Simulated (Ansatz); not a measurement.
Results of PBEsol (Ansatz, a first-principles code, plane waves, PAW) for Co₃PdC (model structure, started from the Mn3GaN type, Pm-3m, No. 221, 5 atoms in the cell).

Input file:

Ansatz 0.2 input:
```yaml
crystal:
  lattice:
    - [3.7628257807, 0.0, 0.0]
    - [0.0, 3.7628257807, 0.0]
    - [0.0, 0.0, 3.7628257807]
  atoms:
    - { symbol: Co, position: [0.5, 0.5, 0.0], spin: 3.0 }
    - { symbol: Co, position: [0.0, 0.5, 0.5], spin: 3.0 }
    - { symbol: Co, position: [0.5, 0.0, 0.5], spin: 3.0 }
    - { symbol: Pd, position: [0.0, 0.0, 0.0], spin: 0.0 }
    - { symbol: C, position: [0.5, 0.5, 0.5], spin: 0.0 }
basis:
  ecutwfc: 520
  ecutrho_ratio: 4
  xc_grid: 2
kpoints:
  mp_grid: { grid: [14, 14, 14] }
hamiltonian:
  xc: pbesol
  dispersion: none
  pseudopotentials: { kind: paw }
scf:
  occupations: { method: fermi_dirac, width: 0.05 }
output:
  forces: true
  stress: true
  eigenvalues: true
magnetization:
  spin_polarized: true
relax:
  f_tol: 0.004
  escape_saddle: false
  max_steps: 80
```

The run printed, among other lines:

```
WARN output.stress: scf.convergence.dr2_threshold = 1e-7 eV (the SCF's general default) is looser than the 5e-10 eV advised for a printed stress (1e-10 eV for …
Relaxation: its limit of steps is 80 (relax.max_steps)
Crystal: 5 atoms, lattice volume = 53.277 Å³
Basis set: ecut = 520 eV, 1365 PW (Γ), exchange–correlation on 60×60×60 points (8 copies of the dense FFT grid, shifted against one another)
Bands: 50, of which v1, the nominal top of the filled ones, is band 37 counted from 1 (36 counted from 0)
Symmetry: 48 space group operations
Space group: Pm-3m (ITA 221), of the structure as read, at distance tolerance 3.8e-5 Å
k-points: 120 of 2744
Initial density: superposition of atomic densities (chi_scale 0.1, normalization cell, long waves kept (reshape's long-wave potential 0.01 eV rms))
Functional: x = pbesol(κ = 0.804, μ = 0.12345679012345678), c = pbesol(β = 0.046)
spin=Collinear: Kerker preconditioning applied to the charge; magnetization (m = ρ↑ − ρ↓) channel mixes plain (no charge-response kernel on spin).
SCF 1 converged in 14 iterations: F = -22431.664779 eV  dr2 = 1.37e-8
relax step   1: F+E_penalty+E_count = -22431.66477857 eV  Δ(F+E_penalty+E_count) = +0.000e0 eV  max|allowed force component| = 1.546e-28 eV/Å  Δτ_max = 0.0000 Å  (14 SCF iters, accepted)
SCF converged after 14 iterations
Magnetization: 3.7087 μB (38.3544 up, 34.6456 down)
Free energy (F): -22431.664779 eV
Internal energy: -22431.613471 eV  (E = F + TS)
E sigma→0 (E₀):  -22431.639125 eV
Fermi energy:    18.216581 eV
--- Forces (eV/Å), atoms counted from 1 ---
  atom   1  Co     0.00000000    -0.00000000    -0.00000000
  atom   2  Co     0.00000000     0.00000000     0.00000000
  atom   3  Co     0.00000000    -0.00000000     0.00000000
  atom   4  Pd     0.00000000     0.00000000     0.00000000
  atom   5  C      0.00000000    -0.00000000    -0.00000000
--- Stress (GPa, compression-positive) ---
       -4.334960      -0.000000       0.000000
       -0.000000      -4.334960       0.000000
        0.000000       0.000000      -4.334960
  P = ⅓ Tr σ = -4.3350 GPa (-43.350 kbar)
```

The cell is one volume of an energy–volume scan, off the minimum.

The PAW data were made under PBE.

The run is spin-polarised with parallel starting moments, which need not be the measured order.

Note: the magnetic order was assumed, not searched for or taken from measurement. Note: the moments ended far under their starting size, a low-moment state that need not be the lowest. Note: the relaxation could raise the start's symmetry but not lower it, so the cell can be a saddle point.

A model structure was made by putting elements into a prototype or built by hand; it is no filed structure, need not be a known phase, and can be a saddle point held by its symmetry.
